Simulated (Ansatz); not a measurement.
Bond-angle distributions (per cent of the angles at each element, bins of 10°) of a relaxed model of amorphous Hf18O37Ca at 8.78 g/cm³. The numbers are results of PBE, scalar-relativistic without spin-orbit coupling (plane waves to 420 eV, PAW; Ansatz, a quantum-chemistry and plane-wave program), not measurements.

It comes from a melt-quench run on a machine-learned potential (CHGNet), relaxed afterwards by DFT. O atoms were pushed apart under 1.9 Å during the dynamics, to hinder bonds among them. The hot cell started wider than the set density and was brought back towards it in steps. It is the lowest in DFT energy of 2 quenches. It is a model cell: composition and starting density were chosen by hand, and all elements were melted together. No dispersion term was used. Its density started from a set value of 8.78 and ended at 8.78 g/cm³. The quench (nominally 300 K/ps over its main leg) was far faster than any real one, so the model tends to hold more defects than a real film. One small periodic cell is one sample of the glass; other quenches scatter about these values. The volume was held where the preparation left it and the shape relaxed, at a PBE pressure of -0.5 GPa (tension). Stress components on the final sampling reach 0.6 GPa.

Cut-offs for bonds: Hf-Hf 3.34 Å, Hf-O 2.82 Å, Hf-Ca 3.61 Å, O-O 1.58 Å, O-Ca 2.90 Å, Ca-Ca 3.87 Å. Two cations that share two anions don't count as bonded, nor two that share one unless they lie closer than Hf-Hf 3.25 Å, Hf-Ca 3.51 Å, Ca-Ca 3.77 Å.

```json
[
 {"angle (°)": "50-60", "at Hf": "0", "at O": "0"},
 {"angle (°)": "60-70", "at Hf": "4", "at O": "0"},
 {"angle (°)": "70-80", "at Hf": "27", "at O": "0"},
 {"angle (°)": "80-90", "at Hf": "16", "at O": "4"},
 {"angle (°)": "90-100", "at Hf": "11", "at O": "24"},
 {"angle (°)": "100-110", "at Hf": "6", "at O": "30"},
 {"angle (°)": "110-120", "at Hf": "8", "at O": "14"},
 {"angle (°)": "120-130", "at Hf": "5", "at O": "8"},
 {"angle (°)": "130-140", "at Hf": "8", "at O": "7"},
 {"angle (°)": "140-150", "at Hf": "6", "at O": "9"},
 {"angle (°)": "150-160", "at Hf": "6", "at O": "3"},
 {"angle (°)": "160-170", "at Hf": "3", "at O": "1"},
 {"angle (°)": "170-180", "at Hf": "0", "at O": "0"}
]
```

They go with these counts of neighbours within the cut-offs, cation contacts included: Hf mean 6.4, most often 6; O mean 3.3, most often 3.
